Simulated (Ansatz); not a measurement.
## Ta2O5 (Cmmm, No. 65, 7 atoms in the cell; start mp-1238961)

The numbers are results of r²SCAN (Ansatz, a first-principles code, plane waves, PAW), not measurements.

Settings: plane-wave cutoff 560 eV, 10×10×6 k mesh (along the axes of the cell as run), Fermi–Dirac smearing 0.01 eV, scalar-relativistic PAW data made under PBE.

Cell (relaxed at this level):

```
Ta2O5
1.0
    3.83779     0.00000    -0.02981
    0.00000     3.85785     0.00000
   -1.86789     0.00000     6.53179
Ta O
2 5
Direct
  0.64572   0.00000   0.79143
  0.35428   0.00000   0.20857
  0.64940   0.50000   0.79877
  0.35060   0.50000   0.20123
  0.18513   0.00000   0.87024
  0.81487   0.00000   0.12976
  0.50000   0.00000   0.50000
```

```
Property                                      Result
-------------------------------------------  -------
band gap                                     2.69 eV
smallest direct gap on the k points sampled  3.32 eV
```

Spin–orbit coupling is not included.

Static lattice: no zero-point or thermal effects.

Cost on a shared machine: around 90 core-seconds (rough).

A start named mp-… is a Materials Project structure, which need not be a measured phase.
